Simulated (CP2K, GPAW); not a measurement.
A GPAW input for a self-consistent single point of LaB6 (Pm-3m, 7 atoms in the cell) (DFT PBE, plane waves, GPAW PAW datasets PBE (gpaw-data 1.0.1)):

```python
from ase import Atoms
from ase.units import GPa
from gpaw import GPAW, PW

atoms = Atoms(['La', 'B', 'B', 'B', 'B', 'B', 'B'],
              cell=[[4.186246, 0.000000, 0.000000],
                    [0.000000, 4.186246, 0.000000],
                    [0.000000, 0.000000, 4.186246]],
              scaled_positions=[[0.000000, 0.000000, 0.000000],
                                [0.800120, 0.500000, 0.500000],
                                [0.199880, 0.500000, 0.500000],
                                [0.500000, 0.800120, 0.500000],
                                [0.500000, 0.199880, 0.500000],
                                [0.500000, 0.500000, 0.800120],
                                [0.500000, 0.500000, 0.199880]],
              pbc=True)

calc = GPAW(mode=PW(950),
            xc='PBE',
            kpts=(7, 7, 7),
            occupations={'name': 'methfessel-paxton', 'width': 0.136, 'order': 0},
            nbands=-11,
            convergence={'density': 1e-05},
            symmetry={'symmorphic': False, 'tolerance': 0.0005},
            maxiter=150,
            txt='-')

atoms.calc = calc

energy = atoms.get_potential_energy()
print('Energy (eV):', round(energy, 6))
forces = atoms.get_forces()
print('Forces (eV/Ang):')
print(forces.round(5))
stress = atoms.get_stress()
print('Stress (GPa, Voigt):', (stress / GPa).round(4))
```

Question: Give the CP2K input for the same structure, mesh, smearing and functional.

Answer: One input that does it (others would too):

```
&GLOBAL
  PROJECT scf
  RUN_TYPE ENERGY_FORCE
  PRINT_LEVEL LOW
&END GLOBAL
&FORCE_EVAL
  METHOD Quickstep
  STRESS_TENSOR ANALYTICAL
  &DFT
    BASIS_SET_FILE_NAME BASIS_MOLOPT
    BASIS_SET_FILE_NAME BASIS_MOLOPT_UCL
    POTENTIAL_FILE_NAME GTH_POTENTIALS
    &QS
      METHOD GPW
      EPS_DEFAULT 1E-10
    &END QS
    &MGRID
      CUTOFF 500
      REL_CUTOFF 60
      NGRIDS 5
    &END MGRID
    &SCF
      SCF_GUESS ATOMIC
      EPS_SCF 1E-6
      MAX_SCF 100
      ADDED_MOS 6
      &DIAGONALIZATION
        ALGORITHM STANDARD
      &END DIAGONALIZATION
      &MIXING
        METHOD BROYDEN_MIXING
        ALPHA 0.2
        NBUFFER 12
      &END MIXING
      &SMEAR ON
        METHOD GAUSSIAN
        SIGMA [eV] 0.136
      &END SMEAR
    &END SCF
    &KPOINTS
      SCHEME MONKHORST-PACK 7 7 7
    &END KPOINTS
    &XC
      &XC_FUNCTIONAL PBE
      &END XC_FUNCTIONAL
    &END XC
    &PRINT
      &MO
        EIGENVALUES T
        OCCUPATION_NUMBERS T
        NDIGITS 8
        FILENAME mo
        &EACH
          QS_SCF 0
        &END EACH
        ADD_LAST NUMERIC
      &END MO
      &MULLIKEN OFF
      &END MULLIKEN
    &END PRINT
  &END DFT
  &SUBSYS
    &CELL
      A 4.18624600 0.00000000 0.00000000
      B 0.00000000 4.18624600 0.00000000
      C 0.00000000 0.00000000 4.18624600
      PERIODIC XYZ
    &END CELL
    &COORD
      SCALED
      La       0.00000000     0.00000000     0.00000000
      B        0.80012000     0.50000000     0.50000000
      B        0.19988000     0.50000000     0.50000000
      B        0.50000000     0.80012000     0.50000000
      B        0.50000000     0.19988000     0.50000000
      B        0.50000000     0.50000000     0.80012000
      B        0.50000000     0.50000000     0.19988000
    &END COORD
    &KIND La
      BASIS_SET DZVP-MOLOPT-SR-GTH-q11
      POTENTIAL GTH-PBE-q11
    &END KIND
    &KIND B
      BASIS_SET DZVP-MOLOPT-SR-GTH-q3
      POTENTIAL GTH-PBE-q3
    &END KIND
  &END SUBSYS
  &PRINT
    &FORCES ON
    &END FORCES
    &STRESS_TENSOR ON
    &END STRESS_TENSOR
  &END PRINT
&END FORCE_EVAL
```

Basis, cutoffs, solver keys and any potentials are the target program's own. This input uses DFT PBE, GPW, DZVP-MOLOPT-SR-GTH basis, GTH-PBE potentials (GTH_POTENTIALS).

The starting cell comes from a database of computed structures (which also holds hypothetical and non-ambient phases and stackings), without a prior relaxation at this level. Its lattice was rescaled by a random factor within 2.5 % of one.
